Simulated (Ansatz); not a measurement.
Cost and result by functional for the adsorption energy of H on the 1x1 (111) surface of fcc Al, one in a 2x2 cell, started at the site 'hollow Al-Al-Al over Al at depth 4.6 Å', in Ansatz (plane waves, PAW). Single points on the PBE structure, on one kind of machine; costs are rough ratios of the slab run's core time (references not counted) to the cheapest single point. r2SCAN's cost holds its higher cutoff (500 against 420 eV). Differences are taken against r2SCAN for comparison alone: no measured value is at hand, so the table doesn't rank accuracy.

Slab: 17 atoms, 7.0 Å thick at the start under the adsorbate (thin: gaps and levels are the slab's own); k 6x6x1, smearing 0.1 eV, dipole-corrected; 8 atoms held, the rest relaxed; held to the start's symmetry, so lower structures may exist; no spin, no spin-orbit, no U, no dispersion correction. At the end it is bonded to 3 Al. In PBE this state lies 0.03 eV over the lowest of the starts that converged ('top Al'). These notes are the PBE run's. Adsorption energies are against ½ H2(g). A negative adsorption energy means that the adsorbate is more stable on the surface than in its reference.

```json
[
 {"functional": "RPBE", "relative cost": "1", "adsorption energy (eV)": "0.36", "less r2SCAN (eV)": "0.12"},
 {"functional": "r2SCAN", "relative cost": "2", "adsorption energy (eV)": "0.23", "less r2SCAN (eV)": "0.00"},
 {"functional": "PBE (the relaxed run's value)", "relative cost": "–", "adsorption energy (eV)": "0.24", "less r2SCAN (eV)": "0.01"}
]
```

The values span 0.12 eV, while the single points' costs differ by a factor of roughly 2. Differences are of unrounded values.

Ansatz is an electronic-structure program.
